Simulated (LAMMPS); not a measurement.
Al (fcc) at 1120 K and zero pressure, started from the crystal, with several potentials, in cells of their own sizes.

Interatomic potentials used:
- EAM-type AlCu.adp: classical MD, pair style adp, file AlCu.adp (LAMMPS); Apostol and Mishin, Phys Rev B 83, 054116 (2011)
- EAM-type Al_jnp.eam: classical MD, pair style eam, file Al_jnp.eam (LAMMPS); Jacobsen, Norskov and Puska, Phys Rev B, 35, 7423 (1987)
- MEAM AlSiMgCuFe.meam: classical MD, pair style meam, file AlSiMgCuFe.meam (LAMMPS); Jelinek, Groh, Horstemeyer, Houze, Kim, Wagner, Moitra and Baskes, Phys Rev B, 85, 245102 (2012)

```
potential                                           state                  volume  first peak of g(r)       coordination number  mean phonon frequency  rough cost (ms per atom and simulated ps)
--------------------  -----------------------------------  ----------------------  ------------------  ------------------------  ---------------------  -----------------------------------------
EAM-type AlCu.adp     crystal; no diffusion seen in 30 ps  17.692 ± 0.001 Å³/atom  2.84 Å, height 3.4  12.2 (counted to 3.62 Å)                5.9 THz                                     1 to 3
EAM-type Al_jnp.eam   crystal; no diffusion seen in 30 ps  17.188 ± 0.002 Å³/atom  2.81 Å, height 3.2  12.4 (counted to 3.62 Å)                5.7 THz                                     1 to 3
MEAM AlSiMgCuFe.meam  crystal; no diffusion seen in 30 ps  17.572 ± 0.001 Å³/atom  2.86 Å, height 3.6  12.0 (counted to 3.58 Å)                6.2 THz                                    3 to 10
```

Costs are rough: whole-run CPU time with set-up and analysis, from shared machines, in bands a factor of about three wide.

Caution (row EAM-type AlCu.adp): this crystal lies over the melting point of about 1050 K that EAM-type AlCu.adp gives, so it is superheated.

Caution (row EAM-type Al_jnp.eam): this crystal lies over the melting point of about 1050 K that EAM-type Al_jnp.eam gives, so it is superheated.

Caution (row MEAM AlSiMgCuFe.meam): this crystal lies over the measured melting point of 933 K, so it is superheated or the potential melts high.

Caution (row MEAM AlSiMgCuFe.meam): a run this short can hold a crystal over, or a liquid under, the potential's own melting point, which these runs don't give.

States go by the mean squared displacement: a species diffuses where it passes 1.5 Å², still rises and gives D over 1e-6 cm²/s; a crystal has left its structure where atoms lie 0.35 Å off their sites on average or a cubic box changes its shape by 3 %, or the axial ratios of another lie 8 % off the starting cell's, which the potential's own relaxation can also do.

The ± values are statistical; the model's systematic error is not in them.
